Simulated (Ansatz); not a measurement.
Amorphous cells of Hf, O, Si: the gap between the highest filled and lowest empty level at the zone centre, by PBE and by a single point of r2SCAN on the same geometry (PBE, scalar-relativistic without spin-orbit coupling (plane waves to 420 eV, PAW; Ansatz, a quantum-chemistry and plane-wave program); r2SCAN at 500 eV). The networks come from melt-quench runs on the CHGNet potential at compositions and starting densities chosen by hand, with anions pushed apart in the CHGNet dynamics, and DFT then relaxed them. The cells are small and were quenched far faster than real films, so single cells scatter. Defect or tail levels can set these gaps. The rows are the first to finish with both values and no moments.

```json
[
 {"cell": "A (Hf14O35Si4, 7.44 g/cm3)", "PBE gap x (eV)": "0.99", "r2SCAN gap y (eV)": "1.09"},
 {"cell": "B (Si20O47Hf4, 3.20 g/cm3)", "PBE gap x (eV)": "2.60", "r2SCAN gap y (eV)": "withheld"},
 {"cell": "C (Si20Hf4O48, 3.13 g/cm3)", "PBE gap x (eV)": "3.45", "r2SCAN gap y (eV)": "3.93"},
 {"cell": "D (Hf18O38Si, 8.61 g/cm3)", "PBE gap x (eV)": "3.92", "r2SCAN gap y (eV)": "4.38"},
 {"cell": "E (Hf10Si10O40, 5.12 g/cm3)", "PBE gap x (eV)": "4.33", "r2SCAN gap y (eV)": "4.83"},
 {"cell": "F (Hf6Si14O40, 4.35 g/cm3)", "PBE gap x (eV)": "4.61", "r2SCAN gap y (eV)": "5.14"},
 {"cell": "G (Si12Hf8O40, 4.64 g/cm3)", "PBE gap x (eV)": "4.64", "r2SCAN gap y (eV)": "5.16"}
]
```

Question: Fit a straight line through the 6 full rows and predict the withheld value for B (Si20O47Hf4, 3.20 g/cm3).

Answer: Means: x = 3.657, y = 4.088. Slope = Σ(Δx Δy) / Σ(Δx²) = 10.66 / 9.552 = 1.12; the r.m.s. residual is 0.033. Prediction: 4.088 + 1.12 × (2.60 − 3.657) = 2.91. The run gave 2.90, 0.01 below the line.
